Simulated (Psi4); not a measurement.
Psi4 1.11, unrestricted BP86/def2-svp: Cu(F)(k2OAc)(NH3)2 (CC1[O][Cu](<-[NH3])(<-[NH3])([F])<-[O]=1), charge 0, multiplicity 2, 17 atoms. The geometry is a generated start, not checked to be a minimum at this level.

| Quantity | Result |
|---|---|
| task | energy |
| method | bp86 |
| basis | def2-svp |
| memory | 3 GB |
| maxiter | 100 |
| keys of the molecule block | symmetry c1 |
| scf_type | df (default) |
| guess | auto, which took SAD (default) |
| scf_initial_accelerator | adiis (default) |
| e_convergence | 1e-06 (default) |
| d_convergence | 1e-06 (default) |
| dft_radial_points | 75 (default) |
| dft_spherical_points | 302 (default) |
| basis functions | 174 |
| grid points | 362711 |

```xyz
17

Cu     0.3664     0.4440    -0.9501
F      0.3223     1.5075    -2.3498
C     -1.0409    -0.9133     2.4403
C     -0.6271    -0.3372     1.1101
O      0.4905    -0.6838     0.6142
O     -1.3402     0.4687     0.4949
H     -2.0420    -1.3297     2.3607
H     -0.3360    -1.6777     2.7528
H     -1.0676    -0.1123     3.1760
N      2.0216     1.6897    -0.1648
H      2.1738     1.5534     0.8262
H      1.7398     2.6420    -0.3630
H      2.8577     1.4642    -0.6883
N     -0.7422    -1.0457    -2.1698
H     -1.6434    -1.1850    -1.7294
H     -0.2703    -1.9289    -2.3105
H     -0.8624    -0.5559    -3.0492
```

Charge 0 and multiplicity 2 are set for this test and not shown to be the ground state.

One run each on 2 threads. Values of diis_max_vecs tried: 3, 6, 10 (default), 20.

Question: Which value of diis_max_vecs needs the fewest SCF iterations, and what happens away from it?

Answer: Fewest SCF iterations, within one of each other: 6 with 16, 10 (default) with 15, 20 with 16. The run ends without SCF convergence in 100 iterations at 3.

```csv
diis_max_vecs,SCF iterations,end
3,100,no convergence
6,16,same solution
10 (default),15,same solution
20,16,same solution
```
